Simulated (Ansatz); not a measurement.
The parent structure is SnO2 in the rutile structure (space group P4_2/mnm, No. 136; a = 4.760 Å, c = 3.201 Å).

Level of theory: r2SCAN, PAW, 500 eV (Ansatz, a program for electronic structure; no spin-orbit coupling).

Now apply this change: Si takes the place of Sn on all its sites; the structure is relaxed again.

Measured lattice parameter a: SnO2 4.73735 Å (room temperature; as listed in Zenji Hiroi, Progress in Solid State Chemistry (2015)); SiO2 4.179 Å (room temperature; as listed in Zenji Hiroi, Progress in Solid State Chemistry (2015)).

Question: How well does r2SCAN reproduce the measured shift?

Answer: With r2SCAN the lattice parameter a moves by -0.575 Å (4.760 → 4.185) against -0.558 Å measured.

No phonon test of stability was made.
